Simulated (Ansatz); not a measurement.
The starting structures come from a database of crystals and need not be the phases stable at ambient conditions.

Inside the gap of an insulator the Bloch states are evanescent, with a wavenumber k + iκ along the transport direction.

Consider the following.

```
LaB3O6
1.0
    6.48990     0.00000     0.00000
    0.00000     8.18067     0.00000
    2.98986     4.09033     3.97059
La B O
2 6 12
Cartesian
  4.61234   5.72688   3.97059
  7.85729  10.63446   3.97059
  4.61234  10.45252   3.97059
  7.85729   5.90882   3.97059
  5.40736   8.74612   2.16929
  4.07240   3.52489   1.80130
  7.31735   4.65578   1.80130
  2.16241   7.61522   2.16929
  5.55378   9.70849   3.15408
  3.92598   2.56251   0.81651
  0.68103   5.61816   0.81651
  8.79873   6.65285   3.15408
  3.75481  11.33178   3.12938
  5.72495   0.93922   0.84121
  2.48000   7.24145   0.84121
  6.99976   5.02956   3.12938
  5.01363   7.48859   2.36409
  4.46614   4.78242   1.60650
  1.22119   3.39825   1.60650
  8.25858   8.87275   2.36409
```

The cell is taken as given.

Transport runs along the normal of the first two printed cell vectors.

The gap is the functional's own. No spin-orbit coupling. Mid-gap values are those at the computed energy nearest the middle.

Problem. Estimate the band gap and the smallest decay constant κ at mid-gap that r2SCAN (Ansatz, a quantum-chemistry and plane-wave program) returns for this system.

Solution. Gap 5.48 eV on a 6×8×8 mesh; κ = 0.495 1/Å, at the zone centre.
